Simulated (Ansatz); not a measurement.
A periodic model of amorphous Ti$_{20}$O$_{42}$Ge:

```xyz
63
Lattice="9.0791 -0.4079 0.2830 -0.4079 9.7107 0.2910 0.2830 0.2910 9.5437" Properties=species:S:1:pos:R:3 pbc="T T T"
Ti     4.1632     7.5807     0.6127
Ti     0.6138     2.9642     2.7027
Ti     2.0215     7.0131     7.8201
Ti     3.0975     6.3713     4.5180
Ti     5.6302     8.1584     5.1327
Ti     7.2004     7.3531     8.3250
Ti     2.2885     3.1458     5.4998
Ti     8.8846     6.8165     5.8141
Ti     3.3840     0.3097     3.6987
Ti     1.9929     0.8070     1.1356
Ti     4.3011     4.3235     7.5049
Ti     5.4383     1.3445     9.7382
Ti     6.2797     4.8227     4.8865
Ti     5.6702     4.6826     0.9580
Ti     1.1327     6.1680     1.4563
Ti     3.0064     0.8252     7.3024
Ti     8.5218     0.9562     8.0932
Ti     8.3343     8.3079     3.0197
Ti     6.3048     2.4086     3.0335
Ti     6.1999     1.6185     6.3865
O      2.6070     7.5019     9.7474
O      1.6262     6.6273     5.6280
O      3.6275     1.1006     9.2331
O      6.3130     2.8541     4.9317
O      6.9984     7.5848     6.3875
O      0.2827     0.2108     1.2231
O      6.1722     4.2905     2.9078
O      6.6068     8.5093     3.6796
O      0.8510     3.3974     4.5089
O      6.5225     1.3186     8.3075
O      4.7604     6.1669     1.5587
O      0.3851     4.6265     2.0887
O      4.8752     1.1762     3.3240
O      7.9666     5.4668     4.9714
O      5.7809     2.5057     1.1919
O      2.5221     9.2332     2.3463
O      0.0147     7.2551     7.3988
O      3.4237     6.0198     7.3634
O      2.7454     1.2790     5.3799
O      5.6487     0.0588     5.8045
O      2.0703     1.6439     2.8662
O      3.6431     8.2905     4.6276
O      1.2635     5.5758     9.1446
O      8.7896     6.8048     2.1103
O      0.1481     8.5994     4.3173
O      8.0270     1.8166     2.9370
O      2.2026     3.6369     7.3596
O      3.4346     4.4192     4.9645
O      1.5340     2.7182     0.7572
O      1.3329     1.0911     7.8378
O      7.1658     5.7871     9.5072
O      5.0119     9.1761     1.2110
O      5.8770     4.6981     6.7085
O      2.3525     6.3018     2.9041
O      8.6823     2.7100     8.8289
O      7.7621     8.8846     8.9807
O      5.1327     6.3384     4.6960
O      2.6232     8.7546     7.4595
O      4.4595     2.3569     7.0264
O      4.6721     4.3670     9.2416
O      8.0959     1.2322     6.4048
O      5.3420     7.6672     8.6488
Ge     1.1587     3.8244     8.8526
```

Computed with PBE, scalar-relativistic without spin-orbit coupling (plane waves to 420 eV, PAW; Ansatz, a program for electronic structure).

Preparation: random packing, a CHGNet melt and quench, and a DFT relaxation. O atoms were pushed apart under 1.9 Å during the dynamics, to hinder bonds among them. The hot cell started wider than the set density and was brought back towards it in steps. It is the lowest in DFT energy of 2 quenches. It is a model cell: composition and starting density were chosen by hand, and all elements were melted together. No dispersion term was used. Its density started from a set value of 3.63 and ended at 3.37 g/cm³. Cooling (nominally 240 K/ps over its main leg) ran many orders faster than in experiment, which tends to leave more defects and strain. One small periodic cell is one sample of the glass; other quenches scatter about these values. Volume and shape were free in the relaxation.

Bonds are counted up to Ti-Ti 3.12 Å, Ti-O 2.38 Å, Ti-Ge 2.88 Å, O-O 1.58 Å, O-Ge 2.23 Å, Ge-Ge 2.81 Å. Two cations that share two anions don't count as bonded, nor two that share one unless they lie closer than Ti-Ti 3.04 Å, Ti-Ge 2.80 Å, Ge-Ge 2.57 Å.

### Question
Give the coordination numbers, mean bond lengths and angles.

### Answer

```yaml
Mean coordination of Ti by anions: 4.85 (4 with 4, 15 with 5, 1 with 6); 2 close contacts or bonds to cations besides
Mean coordination of O: 2.40 (25 with 2, 17 with 3)
Mean coordination of Ge by anions: 4.00 (1 with 4)
Mean Ti-O bond: 1.919 Å (spread 0.115 Å, 97 counted)
Mean O-Ge bond: 1.783 Å (spread 0.034 Å, 4 counted)
Mean Ti-Ti close contact: 3.025 Å (spread 0.000 Å, 1 counted)
Bond angle at Ti: mean 105.6°, spread 24.2°
Bond angle at O: mean 124.9°, spread 18.1°
Bond angle at Ge: mean 109.5°, spread 5.5°
```

### Question
List the pairs of like atoms that count as bonded by the rules above.

### Answer
Ti7-Ti16 (3.02 Å).
